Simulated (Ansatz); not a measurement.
**What Ga → Ru does to GaS**

The reference is GaS in the beta-GaS type structure (space group P6_3/mmc, No. 194; a = 3.591 Å, c = 15.449 Å; layered, stacked along the Cartesian z axis).

Modification: full substitution Ga → Ru; the structure is relaxed again.

Computed with PBE-D3(BJ), PAW, 420 eV (Ansatz, an electronic-structure program; no spin-orbit coupling). Settings: 16×16×4 k-points, 0.05 eV Fermi–Dirac smearing, for the changed cell.

| quantity | base | changed | shift |
|---|---|---|---|
| volume per atom | 21.56 Å³ | 18.10 Å³ | -3.46 Å³ |
| density | 3.92 g/cm³ | 6.11 g/cm³ | +2.19 g/cm³ |
| c/a ratio | 4.303 | 4.083 | -0.220 |
| shortest interatomic distance | 2.341 Å | 2.199 Å | -0.1426 Å |
| band gap | 1.56 eV | zero | – |

Final structure:

```
CELL_PARAMETERS angstrom
      3.44711     0.00000     0.00000
     -1.72356     2.98529     0.00000
      0.00000     0.00000    14.07449
ATOMIC_POSITIONS crystal
  Ru 0.33333 0.66667 0.16237
  Ru 0.66667 0.33333 0.66237
  Ru 0.66667 0.33333 0.83763
  Ru 0.33333 0.66667 0.33763
  S  0.33333 0.66667 0.59600
  S  0.66667 0.33333 0.09600
  S  0.66667 0.33333 0.40400
  S  0.33333 0.66667 0.90400
```

Cost of the whole job for the changed cell (relaxation, final SCF and bands): roughly 6 core-minutes.

Whether these cells are dynamically stable was not tested. As relaxed here, RuS is a hypothetical phase, not in the database extracts checked. The final runs are not spin-polarised.
